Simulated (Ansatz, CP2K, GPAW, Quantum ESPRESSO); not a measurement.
**Code comparison for TaAs (I4_1md, 4 atoms in the cell)**

Self-consistent single point.

```yaml
crystal:
  lattice:
    - [-1.74368, 1.74368, 5.94246]
    - [1.74368, -1.74368, 5.94246]
    - [1.74368, 1.74368, -5.94246]
  atoms:
    - { symbol: Ta, position: [0.49997, 0.99997, 0.50000] }
    - { symbol: Ta, position: [0.74997, 0.74997, 0.00000] }
    - { symbol: As, position: [0.08263, 0.58263, 0.50000] }
    - { symbol: As, position: [0.33263, 0.33263, 0.00000] }
```

All programs got the same cell, k-point mesh and kind of occupations (in Ansatz's words: kpoints.mp_grid.grid = 8 8 8; scf.occupations.method = fermi_dirac; scf.occupations.width = 0.136 eV); potentials, basis and cutoffs are each program's usual ones.

```tsv
code	model	pressure (GPa)	largest force (eV/Å)	k-points	cutoff
CP2K	PBE, GPW, DZVP-MOLOPT-SR-GTH basis, GTH-PBE potentials (GTH_POTENTIALS)	-4.08	0.001	260	grid 500 Ry
Ansatz	PBE, PAW files	-4.26	0.007	59	420 eV
GPAW	PBE, GPAW PAW datasets PBE (gpaw-data 1.0.1)	-3.82	0.006	59	600 eV
Quantum ESPRESSO	PBE, PSlibrary PAW (PBE) pseudopotentials	-4.46	0.000	59	50 Ry
```

The spread over the programs that give each value: pressure within 0.64 GPa; largest force within 0.007 eV/Å.

The starting cell comes from a database of computed structures (which also holds hypothetical and non-ambient phases and stackings), without a prior relaxation at this level. Its lattice was rescaled by a random factor within 2.5 % of one. On Ansatz's run: Spin-orbit coupling is off. Spin polarisation is off. In the base run, with a pressure of about -4 GPa the cell is away from its equilibrium volume at this level.

Problem. Why do the programs differ, and what cannot be compared?

Solution. Differences of this kind can come from the potentials, where these differ, and from what each basis and cutoff leave unconverged. The valence holds different numbers of electrons (CP2K 36, Ansatz (a program for electronic structure) 56, GPAW 36, Quantum ESPRESSO 36). The zero of total energies and Fermi levels follows the potentials and each program's conventions, so they are not compared here. CP2K uses small atom-centred bases, whose incompleteness enters pressures, forces and empty levels differently from a plane-wave cutoff. Ansatz's pressure is given at a fixed set of plane waves, as the other plane-wave codes print theirs; with its correction for the finite basis it is -4.23 GPa. The programs reduce the same mesh by symmetry to different extents, which changes the work and not the result.

Left out of this page: ABINIT (stopped by limits of time or memory); FLEUR (not drawn, or without a comparable value); SIESTA (unsound by tests on forces, stress, charge or solver warnings).

Keys are those of Ansatz 0.2.
